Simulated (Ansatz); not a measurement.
# Ca(OH)2 (P-3m1, No. 164)

The numbers are results of PBEsol (PAW; Ansatz, a quantum-chemistry and plane-wave program), not measurements.

Numerical settings: plane-wave cutoff 500 eV, 12×12×6 k mesh (along the axes of the cell as run), gaussian smearing 0.02 eV, scalar-relativistic PAW data made under PBE.

Cell: relaxed at this level.

```
Quantity                                  Result
-------------------  ---------------------------
volume per atom                    10.48 Å³/atom
lattice parameter a                      3.562 Å
lattice parameter c                      4.770 Å
band gap             4.19 eV (on the SCF k mesh)
```

Note: the relaxation could not lower the start's symmetry, so the cell can be a saddle point above a distorted one.

The computed numbers hold no vibrational or temperature effects.
